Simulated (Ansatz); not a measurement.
## A computed series for LaTiO3: pressure series

The parent structure is LaTiO3 in the cubic perovskite structure (space group Pm-3m, No. 221; a = 3.9057 Å).

Cell and atoms are relaxed at each pressure.

Method: Ansatz (a program for electronic structure), PBEsol, PAW, cutoff 420 eV, no spin-orbit coupling.

Two rows of this table had their results exchanged by mistake.

```tsv
pressure	volume per atom (Å³)	shortest distance (Å)	band gap
pressure −2 GPa	12.04	1.959	zero
pressure −1 GPa	11.97	1.956	zero
pressure 0.3 GPa	11.90	1.952	zero
pressure 0.7 GPa	11.87	1.951	zero
pressure 1.5 GPa	11.83	1.948	zero
pressure 3 GPa	11.39	1.924	zero
pressure 5 GPa	11.64	1.937	zero
pressure 7.5 GPa	11.51	1.930	zero
pressure 10 GPa	11.74	1.943	zero
```

Task: Which two?

Result: The rows for pressure 3 GPa and pressure 10 GPa: the volume has to fall steadily with pressure, so 11.74 Å³ belongs to pressure 3 GPa and 11.39 Å³ to pressure 10 GPa.

Load acts through the strain it causes; cell and atoms are relaxed under it. Whether these cells are dynamically stable was not tested. No other phases were tried under pressure. No Hubbard U is applied, and correlation can decide whether such a compound is a metal. All final runs are without spin polarisation. An odd electron count without spin: LaTiO3. Many cubic perovskites are stable only at high temperature; tilts and polar distortions were not tested.
